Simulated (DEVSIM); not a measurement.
Structure: abrupt GaAs p-n junction, at 300 K.

Layer 1 from the left is GaAs, thickness (μm) 0.140, Na (cm⁻³) 8.8e17, τn (s) 2.1e-9, τp (s) 2.1e-9. Layer 2 from the left is GaAs, thickness (μm) 8.40, Nd (cm⁻³) 1e14, τn (s) 2.1e-9, τp (s) 2.1e-9.

Left contact: ohmic. Right contact: ohmic. Voltage is applied to the left contact. Recombination: SRH at mid-gap, Auger. Mobility is μmin + (μ − μmin)/(1 + (N/Nref)^α).

This is a model device: material constants are rounded textbook-type values typed into the input, and sizes, dopings and lifetimes were drawn at random. Values at 300 K.

GaAs: gap (eV) 1.424, affinity (eV) 4.07, permittivity 12.9, Nc (cm⁻³) 4.7e17, Nv (cm⁻³) 9e18, μn (cm²/Vs) 8500, μp (cm²/Vs) 400, μn,min 500, μp,min 20, Nref,n 6e16, Nref,p 1.5e17, αn 0.39, αp 0.38, Cn (cm⁶/s) 1e-30, Cp (cm⁶/s) 1e-30.

Task: Estimate by hand the built-in potential, the peak field at zero bias, and compare with a numerical solution.

Result: 
- Built-in potential: ni = √(Nc Nv) exp(−Eg/2kT) = 2250000 cm⁻³ with Eg = 1.424 eV; Vbi = kT/q ln(Na Nd/ni²) = 1.145 V; numerical 1.145 V.
- Peak field at zero bias: depletion approximation: W = √(2εVbi/(qN)) = 4.04 μm with N = 1.00e14 cm⁻³; field = 2Vbi/W = 5670 V/cm; numerical 48600 V/cm (estimate below by 88 %).

Model (solved in DEVSIM): 1D drift-diffusion, Boltzmann statistics, complete ionisation; no tunnelling, impact ionisation, image-force lowering or self-heating.
